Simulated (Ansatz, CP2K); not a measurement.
**Bi2Pd (I4/mmm, 3 atoms in the cell) computed with different codes at matched settings**

Self-consistent single point, at a second geometry (lattice scaled by 0.98). First geometry:

```
Bi2Pd
1.0
   -1.67641     1.67641     6.55724
    1.67641    -1.67641     6.55724
    1.67641     1.67641    -6.55724
Bi Pd
2 1
Direct
  0.63232   0.63232   0.00000
  0.36768   0.36768   0.00000
  0.00000   0.00000   0.00000
```

Shared settings, as Ansatz (a quantum-chemistry and plane-wave program) writes them: kpoints.mp_grid.grid = 9 9 9; scf.occupations.method = gaussian; scf.occupations.width = 0.1 eV. Potentials and cutoffs stand in the table.

```
code                                                                         model  ΔF from the first geometry (meV/atom)  pressure (GPa)  largest force (eV/Å)       cutoff
------  --------------------------------------------------------------------------  -------------------------------------  --------------  --------------------  -----------
Ansatz                                             PBEsol, PAW files made with PBE                                   27.6            6.35                 0.697       420 eV
CP2K    PBEsol, GPW, DZVP-MOLOPT-SR-GTH basis, GTH-PBE potentials (GTH_POTENTIALS)                                   64.7           10.92                 1.023  grid 500 Ry
```

On Ansatz's run: spin-orbit coupling is off. Spin polarisation is off.

The spread over the programs that give each value: ΔF from the first geometry within 37.1 meV/atom; pressure within 4.57 GPa; largest force within 0.326 eV/Å.

CP2K uses small atom-centred bases, whose incompleteness enters pressures, forces and empty levels differently from a plane-wave cutoff. Ansatz's pressure is given at a fixed set of plane waves, as the other plane-wave codes print theirs.

The starting cell comes from a database of computed structures (which also holds hypothetical and non-ambient phases and stackings), without a prior relaxation at this level. Its lattice was rescaled by a random factor within 2.5 % of one. For this run, on top of that: lattice scaled by 0.98.

Left out of this page: Elk (not drawn, or without a comparable value).

Keys are those of Ansatz 0.2.
